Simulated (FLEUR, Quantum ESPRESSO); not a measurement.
A FLEUR input for a self-consistent single point of CoSi (P2_13, 8 atoms in the cell) (DFT, PBE, all-electron FLAPW (FLEUR), scalar-relativistic valence):

Input of the input generator:

```
CoSi FLAPW
&input film=f /
8.3922302558 0.0000000000 0.0000000000
0.0000000000 8.3922302558 0.0000000000
0.0000000000 0.0000000000 8.3922302558
1.0
1.0 1.0 1.0

8
27 0.8541000000 0.6459000000 0.3541000000
27 0.6459000000 0.3541000000 0.8541000000
27 0.3541000000 0.8541000000 0.6459000000
27 0.1459000000 0.1459000000 0.1459000000
14 0.1565400000 0.3434600000 0.6565400000
14 0.3434600000 0.6565400000 0.1565400000
14 0.6565400000 0.1565400000 0.3434600000
14 0.8434600000 0.8434600000 0.8434600000

&comp jspins=1 /
&kpt div1=9 div2=9 div3=9 /
&end /
```

```xml
<?xml version="1.0" encoding="UTF-8" standalone="no"?>
<fleurInput fleurInputVersion="0.39">
   <comment>
      CoSi FLAPW                                                                                          
   </comment>
   <calculationSetup>
      <cutoffs Kmax="4.2" Gmax="16.8" GmaxXC="16.8" numbands="0"/>
      <scfLoop itmax="60" minDistance="0.00001" maxIterBroyd="99" imix="Anderson" alpha="0.05" precondParam="0.0" spinf="2.0"/>
      <coreElectrons ctail="T" frcor="F" kcrel="0" coretail_lmax="0"/>
      <xcFunctional name="pbe" relativisticCorrections="F"/>
      <magnetism jspins="1"/>
      <soc l_soc="F" theta="0.0" phi="0.0" spav="F"/>
      <expertModes spex="0" secvar="F"/>
      <geometryOptimization l_f="T" forcealpha="1.0" forcemix="BFGS" epsdisp="0.00001" epsforce="0.00001"/>
      <ldaU l_linMix="F" mixParam="0.05" spinf="1.0"/>
   </calculationSetup>
   <cell>
      <bzIntegration valenceElectrons="76.0" mode="gauss" fermiSmearingEnergy="0.00367493">
         <kPointListSelection listName="default-1"/>
         <!-- k-points included here -->
         <xi:include xmlns:xi="http://www.w3.org/2001/XInclude" href="kpts.xml"> </xi:include>
      </bzIntegration>
      <!-- symmetry operations included here -->
      <xi:include xmlns:xi="http://www.w3.org/2001/XInclude" href="sym.xml"> </xi:include>
      <bulkLattice scale="1.0">
         <bravaisMatrix>
            <row-1>    8.3922302557999995     0.0000000000000000     0.0000000000000000</row-1>
            <row-2>    0.0000000000000000     8.3922302557999995     0.0000000000000000</row-2>
            <row-3>    0.0000000000000000     0.0000000000000000     8.3922302557999995</row-3>
         </bravaisMatrix>
      </bulkLattice>
   </cell>
   <atomSpecies>
      <species name="Cobalt (Co)" element="Co" atomicNumber="27">
         <mtSphere radius="2.41" gridPoints="833" logIncrement="0.015"/>
         <atomicCutoffs lmax="10" lnonsphr="8"/>
         <electronConfig flipSpins="F">
            <coreConfig>(1s1/2) (2s1/2) (2p1/2) (2p3/2) (3s1/2)</coreConfig>
            <valenceConfig>(3p1/2) (3p3/2) (4s1/2) (3d3/2) (3d5/2)</valenceConfig>
            <stateOccupation state="(3d3/2)" spinUp="1.4" spinDown="1.4"/>
            <stateOccupation state="(3d5/2)" spinUp="2.1" spinDown="2.1"/>
         </electronConfig>
         <energyParameters s="4" p="4" d="3" f="4"/>
         <lo type="SCLO" l="1" n="3" eDeriv="0"/>
      </species>
      <species name="Silicon (Si)" element="Si" atomicNumber="14">
         <mtSphere radius="1.62" gridPoints="559" logIncrement="0.02"/>
         <atomicCutoffs lmax="6" lnonsphr="4"/>
         <electronConfig flipSpins="F">
            <coreConfig>(1s1/2) (2s1/2) (2p1/2) (2p3/2)</coreConfig>
            <valenceConfig>(3s1/2) (3p1/2) (3p3/2)</valenceConfig>
            <stateOccupation state="(3p1/2)" spinUp="0.3333333333333" spinDown="0.3333333333333"/>
            <stateOccupation state="(3p3/2)" spinUp="0.6666666666667" spinDown="0.6666666666667"/>
         </electronConfig>
         <energyParameters s="3" p="3" d="3" f="4"/>
      </species>
   </atomSpecies>
   <atomGroups>
      <atomGroup species="Cobalt (Co)">
         <relPos label="                   1">-.1459000000 -.3541000000 .3541000000</relPos>
         <relPos label="                   2">-.3541000000 .3541000000 -.1459000000</relPos>
         <relPos label="                   3">.3541000000 -.1459000000 -.3541000000</relPos>
         <relPos label="                   4">.1459000000 .1459000000 .1459000000</relPos>
         <force calculate="T" relaxXYZ="TTT"/>
      </atomGroup>
      <atomGroup species="Silicon (Si)">
         <relPos label="                   5">.1565400000 .3434600000 -.3434600000</relPos>
         <relPos label="                   6">.3434600000 -.3434600000 .1565400000</relPos>
         <relPos label="                   7">-.3434600000 .1565400000 .3434600000</relPos>
         <relPos label="                   8">-.1565400000 -.1565400000 -.1565400000</relPos>
         <force calculate="T" relaxXYZ="TTT"/>
      </atomGroup>
   </atomGroups>
   <output dos="F" band="F" slice="F">
      <checks vchk="F" cdinf="F"/>
      <bandDOS minEnergy="-.5*Htr" maxEnergy="0.5*Htr" sigma="0.015" storeEVData="T"/>
      <vacuumDOS vacdos="F" integ="F" star="F" nstars="0" locx1="0.0" locy1="0.0" locx2="0.0" locy2="0.0" nstm="0" tworkf="0.0"/>
      <unfoldingBand unfoldBand="F" supercellX="1" supercellY="1" supercellZ="1"/>
      <plotting iplot="0" polar="F">
         <plot TwoD="T" vec1="  1.0  0.0  0.0" vec2="  0.0  1.0  0.0" vec3="  0.0  0.0  1.0" zero="  0.0  0.0  0.0" file="plot"/>
      </plotting>
      <chargeDensitySlicing numkpt="0" minEigenval="0.0" maxEigenval="0.0" nnne="0" pallst="F"/>
      <specialOutput eonly="F"/>
      <magneticCircularDichroism mcd="F" energyLo="-10.0" energyUp="0.0"/>
   </output>
  <!-- We include the file relax.xml here to enable relaxations (see documentation) -->
  <xi:include xmlns:xi="http://www.w3.org/2001/XInclude" href="relax.xml"> <xi:fallback/> </xi:include>
</fleurInput>
```

**Question.** Write the same calculation as an input for Quantum ESPRESSO.

**Answer.** One input that does it (others would too):

```fortran
&control
 calculation = 'scf'
 prefix = 'cosi'
 outdir = './out'
 pseudo_dir = './'
 tprnfor = .true.
 tstress = .true.
/
&system
 ibrav = 0
 nat = 8
 ntyp = 2
 ecutwfc = 50
 ecutrho = 300
 occupations = 'smearing'
 smearing = 'gaussian'
 degauss = 0.0073499
/
&electrons
 conv_thr = 1.0e-11
 mixing_beta = 0.3
/
ATOMIC_SPECIES
Co    58.9332  Co.pbe-n-kjpaw_psl.1.0.0.UPF
Si    28.0850  Si.pbe-n-kjpaw_psl.1.0.0.UPF
ATOMIC_POSITIONS crystal
Co    0.8541000000    0.6459000000    0.3541000000
Co    0.6459000000    0.3541000000    0.8541000000
Co    0.3541000000    0.8541000000    0.6459000000
Co    0.1459000000    0.1459000000    0.1459000000
Si    0.1565400000    0.3434600000    0.6565400000
Si    0.3434600000    0.6565400000    0.1565400000
Si    0.6565400000    0.1565400000    0.3434600000
Si    0.8434600000    0.8434600000    0.8434600000
K_POINTS automatic
9 9 9  0 0 0
CELL_PARAMETERS angstrom
   4.4409770000     0.0000000000     0.0000000000
   0.0000000000     4.4409770000     0.0000000000
   0.0000000000     0.0000000000     4.4409770000
```

Basis settings and potentials, where a program has them, do not carry over. This input uses DFT, PBE, plane waves, PSlibrary PAW (PBE) pseudopotentials.

The starting cell comes from a database of computed structures (which also holds hypothetical and non-ambient phases and stackings), without a prior relaxation at this level. Its lattice was rescaled by a random factor within 2.5 % of one.
